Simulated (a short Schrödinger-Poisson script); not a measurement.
System: single GaAs/Al0.3Ga0.7As quantum well.

| layer | material | thickness (nm) |
|---|---|---|
| 1 | Al0.3Ga0.7As | 20 |
| 2 | GaAs | 6 |
| 3 | Al0.3Ga0.7As | 20 |

Constants are typed, rounded textbook-type inputs, not results; the design itself was drawn at random and stands for no fabricated device. GaAs: direct gap (eV) 1.424, conduction-band edge (eV) 0, electron mass (mₑ) 0.067, heavy-hole mass 0.377, light-hole mass 0.09. Al0.3Ga0.7As: direct gap (eV) 1.798, conduction-band edge (eV) 0.237, electron mass (mₑ) 0.0919, heavy-hole mass 0.407, light-hole mass 0.117.

The valence-band edge of each layer lies one gap below its conduction-band edge. The electron's potential energy rises along the stack by the applied field. Mesh 0.03 nm at interfaces.

Q: Estimate e1 and hh1 for infinitely high walls at zero field, and compare with the finite well.

A: ħ²π²/(2mL²) gives 155.9 meV for the electron and 27.7 meV for the heavy hole. The finite well gives 59.8 and 16.3 meV, 0.38 and 0.59 of the estimates, as the states reach into the barriers (10 % of e1 lies outside the well).

Solved with a short Schrödinger-Poisson script written for these runs: one-band effective-mass equation with BenDaniel-Duke matching, electrons, heavy and light holes apart, hard walls at the outer ends, one valence edge for both holes (no strain splitting), no charge, excitons, band mixing or non-parabolicity; under a field the levels are quasi-bound states of a box, listed while three quarters of their weight lies within 4 nm of the wells.
